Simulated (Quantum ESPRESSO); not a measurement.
**Quick settings and what they miss: Co2C (Pnnm, 6 atoms in the cell)**

Self-consistent single point.

```
CELL_PARAMETERS angstrom
      4.41699     0.00000     0.00000
      0.00000     4.43279     0.00000
      0.00000     0.00000     2.91041
ATOMIC_POSITIONS crystal
  Co 0.74093 0.65136 0.00000
  Co 0.25907 0.34864 0.00000
  Co 0.24093 0.84864 0.50000
  Co 0.75907 0.15136 0.50000
  C  0.00000 0.00000 0.00000
  C  0.50000 0.50000 0.50000
```

Method: PBEsol, PSlibrary PAW (PBE) pseudopotentials (plane waves; Quantum ESPRESSO).

Base settings: ecutwfc = 50 Ry; ecutrho = 400 Ry; occupations = smearing; smearing = cold; degauss = 0.0036749 Ry; input_dft = pbesol; potentials = {Co: Co.pbe-n-kjpaw_psl.1.0.0.UPF, C: C.pbe-n-kjpaw_psl.1.0.0.UPF}; K_POINTS = automatic 8 8 11 1 1 1; conv_thr = 1e-09 Ry; mixing_beta = 0.5.

Tight run (finer mesh or higher cutoff; not a proven limit): ecutwfc: 50 Ry → 70 Ry; ecutrho: 400 Ry → 560 Ry; conv_thr: 1e-09 Ry → 7.3e-11 Ry; K_POINTS: automatic 8 8 11 1 1 1 → automatic 11 11 15 1 1 1. It gave Fermi level (on the code's own zero) 12.90 eV; pressure -19.39 GPa; largest force (vector length) 0.213 eV/Å.

Quick runs, as changes from the base:
- A: the base itself
- B: ecutwfc: 50 Ry → 30 Ry; ecutrho: 400 Ry → 240 Ry; smearing: cold → gauss; degauss: 0.0036749 Ry → 0.0099958 Ry; K_POINTS: automatic 8 8 11 1 1 1 → automatic 3 3 3 1 1 1
- C: ecutwfc: 50 Ry → 28 Ry; ecutrho: 400 Ry → 252 Ry; smearing: cold → gauss; degauss: 0.0036749 Ry → 0.0147 Ry; input_dft: pbesol → default; pseudopotentials: {Co: Co.pbe-n-kjpaw_psl.1.0.0.UPF, C: C.pbe-n-kjpaw_psl.1.0.0.UPF} → {Co: Co.pz-n-kjpaw_psl.1.0.0.UPF, C: C.pz-n-kjpaw_psl.1.0.0.UPF}; K_POINTS: automatic 8 8 11 1 1 1 → automatic 2 2 2 1 1 1 [LDA (PZ)]
- D: ecutwfc: 50 Ry → 30 Ry; ecutrho: 400 Ry → 240 Ry; K_POINTS: automatic 8 8 11 1 1 1 → automatic 1 1 1 1 1 1
- E: degauss: 0.0036749 Ry → 0.019992 Ry; conv_thr: 1e-09 Ry → 7.3e-06 Ry; K_POINTS: automatic 8 8 11 1 1 1 → automatic 4 4 4 1 1 1
- F: ecutwfc: 50 Ry → 40 Ry; ecutrho: 400 Ry → 320 Ry; K_POINTS: automatic 8 8 11 1 1 1 → automatic 2 2 2 1 1 1

Energies are extrapolated to zero smearing width, which holds to low order in the width alone (under cold and Methfessel-Paxton smearing the free energy itself is taken).

Dashes: energy of C, another energy zero; pressure of E, not trusted under this conv_thr with d or f elements.

† marks runs with another functional, U, potentials or spin treatment: their distance from the tight run is not a convergence error alone.

The count of work is k-points × plane waves × bands × iterations; it is no time. 

The starting cell comes from a database of computed structures (which also holds hypothetical and non-ambient phases and stackings), without a prior relaxation at this level. Its lattice was rescaled by a random factor within 2.5 % of one. Spin polarisation is off. In the base run, with a pressure of about -20 GPa the cell is away from its equilibrium volume at this level.

| run | energy less tight (meV/atom) | pressure less tight (GPa) | largest miss in a force vector (eV/Å) | count of work / tight |
|---|---|---|---|---|
| A | 10.8 | -0.99 | 0.013 | 0.18 |
| B | 151.0 | -15.98 | 0.094 | 0.0059 |
| C† | – | -45.85 | 0.055 | 0.00070 |
| D | 848.8 | -3.26 | 2.388 | 0.0011 |
| E | 14.8 | – | 0.036 | 0.0083 |
| F | -54.3 | -3.29 | 0.016 | 0.0013 |

Among the runs at the tight run's level, the energy misses run from 10.8 to 848.8 meV/atom.
